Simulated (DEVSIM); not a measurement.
System: Ti/Al2O3/p-Si capacitor, at 400 K.

| layer (left to right) | material | thickness (nm) | Na (cm⁻³) |
|---|---|---|---|
| 1 | Al2O3 | 2.30 | - |
| 2 | Si | 7300 | 6.2e15 |

Metal gate on the left, work function 4.33 eV. Fixed charge at the semiconductor interface 1.2e10 cm⁻² (in units of +e); no interface traps.

This is a model device: material constants are rounded textbook-type values typed into the input, and sizes, dopings and lifetimes were drawn at random. Values at 300 K; Nc and Nv go as T^1.5, mobilities as T to minus their exponent, the gap by Varshni's rule with the affinity fixed.

```
parameter         Al2O3        Si
----------------  -----  --------
gap (eV)            6.8     1.124
affinity (eV)      1.35      4.05
permittivity          9      11.7
Nc (cm⁻³)             -   2.86e19
Nv (cm⁻³)             -    3.1e19
Varshni α (eV/K)      -  0.000473
Varshni β (K)         -       636
```

DEVSIM, 1D Poisson equation in equilibrium, Boltzmann statistics, complete ionisation; no quantum confinement or tunnelling. Metal contacts follow the ideal Schottky-Mott rule: no Fermi-level pinning, no interface dipoles.

The substrate doping was swept, all else fixed.

```
substrate doping (cm^-3)  minimum of the low-frequency capacitance (μF/cm²)  flat-band voltage (V)  threshold voltage (band bending 2φF) (V)
------------------------  -------------------------------------------------  ---------------------  ----------------------------------------
3.1e14                                                               0.0136                  -0.41                                     -0.13
6.2e14                                                               0.0171                  -0.43                                     -0.10
1.2e15                                                               0.0220                  -0.45                                     -0.08
3.1e15                                                               0.0323                  -0.48                                     -0.04
6.2e15                                                               0.0404                  -0.51                                     -0.02
1.2e16                                                               0.0521                  -0.53                                      0.01
```

From the first row to the last the minimum of the low-frequency capacitance goes from 0.0136 to 0.0521. From the first row to the last the flat-band voltage goes from -0.41 to -0.53.
